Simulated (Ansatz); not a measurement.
Consider W in the bcc (W type) structure (space group Im-3m, No. 229; a = 3.184 Å).

Level of theory: PBE/PAW in Ansatz (a quantum-chemistry and plane-wave program), spin-orbit coupling left out.

One change was made to it. Results:

```tsv
quantity	base	after
shortest interatomic distance	2.757 Å	2.732 Å
density	18.92 g/cm³	19.46 g/cm³
```

Problem. What was done to the base?
A. pressure −1 GPa
B. pressure 22.5 GPa
C. pressure 9 GPa

Solution. C, pressure 9 GPa. For comparison, the shortest interatomic distance in the other runs: pressure −1 GPa gives 2.760 Å; pressure 22.5 GPa gives 2.698 Å.

Load acts through the strain it causes; cell and atoms are relaxed under it. Whether these cells are dynamically stable was not tested. No other phases were tried under pressure. All final runs are without spin polarisation.
